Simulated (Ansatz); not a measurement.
# Ca3P2: pressure series

Consider Ca3P2 (space group Pm-3m, No. 221; a = 5.2421 Å; a cell from a computed database, its experimental status unchecked).

Cell and atoms are relaxed at each pressure.

Calculations: PBEsol (Ansatz, an electronic-structure program; PAW; 420 eV plane waves; no SOC).

Notes on the quantities. hole mass: degenerate bands, along [100].

```
change                              hole mass    electron mass  band gap  volume per atom
----------------  ---------------------------  ---------------  --------  ---------------
base              0.054, 0.32, 0.32 mₑ (at Γ)  0.062 mₑ (at Γ)   0.38 eV         28.81 Å³
pressure −2 GPa   0.041, 0.37, 0.37 mₑ (at Γ)  0.045 mₑ (at Γ)   0.26 eV         30.37 Å³
pressure −1 GPa   0.048, 0.35, 0.35 mₑ (at Γ)  0.054 mₑ (at Γ)   0.32 eV         29.54 Å³
pressure 0.3 GPa  0.056, 0.31, 0.31 mₑ (at Γ)  0.064 mₑ (at Γ)   0.40 eV         28.61 Å³
pressure 0.7 GPa  0.058, 0.31, 0.31 mₑ (at Γ)  0.067 mₑ (at Γ)   0.42 eV         28.34 Å³
pressure 1.5 GPa  0.061, 0.29, 0.29 mₑ (at Γ)  0.072 mₑ (at Γ)   0.46 eV         27.87 Å³
pressure 3 GPa    0.066, 0.26, 0.26 mₑ (at Γ)  0.080 mₑ (at Γ)   0.53 eV         27.05 Å³
pressure 5 GPa    0.072, 0.23, 0.23 mₑ (at Γ)  0.090 mₑ (at Γ)   0.62 eV         26.11 Å³
pressure 7.5 GPa  0.077, 0.20, 0.20 mₑ (at Γ)   0.10 mₑ (at Γ)   0.71 eV         25.12 Å³
```

Load acts through the strain it causes; cell and atoms are relaxed under it. Effective masses come from finite differences of ±0.01 Å⁻¹. No phonon test of stability was made. Competing high-pressure phases were not computed. The zero or small gap of Ca3P2 under pressure −2 GPa can change with the level of theory.
